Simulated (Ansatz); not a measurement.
Take Mo in the bcc (W type) structure (space group Im-3m, No. 229; a = 3.151 Å; relaxed with 0.1 eV smearing) as the base. Axes: x, y, z lie along the cube axes.

All numbers come from Ansatz (a program for electronic structure), r2SCAN, PAW, cutoff 500 eV, no spin-orbit coupling.

For the base:

```
Property                        Result
-----------------------------  -------
Shortest interatomic distance  2.729 Å
Pressure                       0.0 GPa
Band gap                          zero
```

The change: uniaxial strain ε_zz = −2.50 %, all other strain components held at zero, atoms relaxed at fixed cell.

### Question
What does the calculation give for the shortest interatomic distance after the change?

### Answer
The shortest interatomic distance drops by 0.023 Å, from 2.729 Å to 2.706 Å.

### Question
How does this affect the energy relative to the base?

### Answer
The energy grows by 16 meV/atom.

### Question
What does the calculation give for the pressure after the change?

### Answer
The pressure (mean of the normal stresses, compression positive) goes from zero to 7.4 GPa.

### Question
Estimate the effect on the band gap.

### Answer
The band gap stays zero.

Whether these cells are dynamically stable was not tested. All final runs are without spin polarisation.
